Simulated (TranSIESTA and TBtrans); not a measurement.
# Pb chain with one Co atom in place of Pb

Junction: Pb chain with one Co atom in place of Pb. Leads: straight Pb chain, spacing 2.708 Å. Geometry: 3 atoms about the centre moved by SIESTA (PBE, DZP) to a largest force of 0.03 eV/Å, all others as built, motion along the axis alone. Transport runs along z; the first 4 and the last 4 of the 15 atoms are the lead cells, repeated to infinity.

```xyz
15
Lattice="9.000 0.000 0.000 0.000 9.000 0.000 0.000 0.000 40.112" Properties=species:S:1:pos:R:3 pbc="F F T"
Pb     4.500     4.500     0.000
Pb     4.500     4.500     2.708
Pb     4.500     4.500     5.416
Pb     4.500     4.500     8.124
Pb     4.500     4.500    10.832
Pb     4.500     4.500    13.540
Pb     4.500     4.500    16.294
Co     4.500     4.500    18.702
Pb     4.500     4.500    21.109
Pb     4.500     4.500    23.864
Pb     4.500     4.500    26.572
Pb     4.500     4.500    29.280
Pb     4.500     4.500    31.988
Pb     4.500     4.500    34.696
Pb     4.500     4.500    37.404
```
Starting moments (μB): atom 8 +2.5.

Computed with TranSIESTA and TBtrans, PBE, SZP numerical orbitals (energy shift 0.15 eV), PseudoDojo norm-conserving scalar-relativistic potentials, mesh cutoff 200 Ry, 300 K, spin-polarised (collinear), no spin-orbit coupling; self-consistent non-equilibrium Green functions.

| Property | Value |
|---|---|
| Conductance at 300 K (G0 = 2e²/h) | 2.57 |
| Mean T from −0.5 to 0.5 eV | 2.44 |
| Spin polarisation of the conductance, (up − down)/(up + down) | -0.05 |

Energies count from the leads' Fermi level. Transmissions are for each spin. The energy step is 0.01 eV; narrower resonances are cut or missed.

| E (eV) | T up | T down | lead channels up | down |
|---|---|---|---|---|
| -2.00 | 0.79 | 0.85 | 1 | 1 |
| -1.90 | 0.79 | 0.83 | 1 | 1 |
| -1.80 | 0.79 | 0.81 | 1 | 1 |
| -1.70 | 0.79 | 0.79 | 1 | 1 |
| -1.60 | 0.79 | 0.77 | 1 | 1 |
| -1.50 | 0.78 | 0.76 | 1 | 1 |
| -1.40 | 0.78 | 0.75 | 1 | 1 |
| -1.30 | 0.78 | 0.74 | 1 | 1 |
| -1.20 | 0.77 | 0.73 | 1 | 1 |
| -1.10 | 0.77 | 0.72 | 1 | 1 |
| -1.00 | 0.76 | 0.71 | 1 | 1 |
| -0.90 | 0.93 | 0.98 | 3 | 3 |
| -0.80 | 1.26 | 1.35 | 3 | 3 |
| -0.70 | 1.53 | 1.61 | 3 | 3 |
| -0.60 | 1.77 | 1.84 | 3 | 3 |
| -0.50 | 1.98 | 2.08 | 3 | 3 |
| -0.40 | 2.14 | 2.29 | 3 | 3 |
| -0.30 | 2.27 | 2.46 | 3 | 3 |
| -0.20 | 2.35 | 2.57 | 3 | 3 |
| -0.10 | 2.41 | 2.64 | 3 | 3 |
| 0.00 | 2.44 | 2.70 | 3 | 3 |
| 0.10 | 2.45 | 2.96 | 3 | 3 |
| 0.20 | 2.46 | 2.52 | 3 | 3 |
| 0.30 | 2.45 | 2.57 | 3 | 3 |
| 0.40 | 2.43 | 2.58 | 3 | 3 |
| 0.50 | 2.42 | 2.56 | 3 | 3 |
| 0.60 | 2.39 | 2.53 | 3 | 3 |
| 0.70 | 2.37 | 2.49 | 3 | 3 |
| 0.80 | 2.34 | 2.45 | 3 | 3 |
| 0.90 | 2.31 | 2.39 | 3 | 3 |
| 1.00 | 2.29 | 2.34 | 3 | 3 |
| 1.10 | 2.25 | 2.29 | 3 | 3 |
| 1.20 | 2.22 | 2.24 | 3 | 3 |
| 1.30 | 2.19 | 2.19 | 3 | 3 |
| 1.40 | 2.15 | 2.15 | 3 | 3 |
| 1.50 | 2.11 | 2.11 | 3 | 3 |
| 1.60 | 2.07 | 2.07 | 3 | 3 |
| 1.70 | 2.03 | 2.03 | 3 | 3 |
| 1.80 | 1.99 | 2.00 | 3 | 3 |
| 1.90 | 1.94 | 1.95 | 3 | 3 |
| 2.00 | 1.89 | 1.91 | 3 | 3 |

Moments were seeded on the central atoms alone, and one start was tried. The straight chain is held at its spacing; free chains may zigzag or dimerise. Spin-orbit coupling, left out here, matters for the heavy atoms.
